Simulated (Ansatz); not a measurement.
Take TiO$_{2}$ in the rutile structure (space group P4_2/mnm, No. 136; a = 4.5481 Å, c = 2.9171 Å) as the base.

The values are results of Ansatz (a program for electronic structure), LDA, PAW, cutoff 420 eV, no SOC, not measurements.

For the base:

The gap character comes out as direct at Γ, the band gap comes out as 1.86 eV and the valence-band top at Γ comes out as 0.00, -0.47, -0.47 eV.

Modification: the cell is scaled by 1.0180 in all directions; the atoms relax in the strained cell.

### Question
Predict the new gap character, energy relative to the base, band gap and valence-band top at Γ.

### Answer
The gap character stays direct at Γ; the energy rises by 22 meV/atom; the band gap drops by 0.04 eV to 1.82 eV; the valence-band top at Γ (three highest levels, from the VBM) changes from 0.00, -0.47, -0.47 eV to 0.00, -0.41, -0.41 eV.

Gaps are Kohn–Sham eigenvalue differences; semilocal functionals usually give less than the measured gap. Whether these cells are dynamically stable was not tested. All final runs are without spin polarisation.
